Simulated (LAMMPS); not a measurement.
MD of Al (fcc) at zero pressure, 2048 atoms, as a crystal; each row is its own run.

Level of theory: classical MD, pair style adp, file AlCu.adp, run in LAMMPS.

```
T (K)  volume (Å³/atom)
-----  ----------------
200              16.721
420              16.890
560              17.015
700              17.155
840              17.312
980              17.488
1120             17.692
```

Problem. Fit a straight line, y = a + b x, to these rows (x is the first column, y the second) and predict the run at x = 300.

Solution. Least squares gives a = 16.458 and b = 0.001052. At x = 300 the fit predicts 16.773 Å³/atom. The run itself gave 16.7940 ± 0.0003 Å³/atom, so the fit is 0.13 % low.

Caution (row 1120): this crystal lies over the melting point of about 1050 K that EAM-type AlCu.adp gives, so it is superheated.
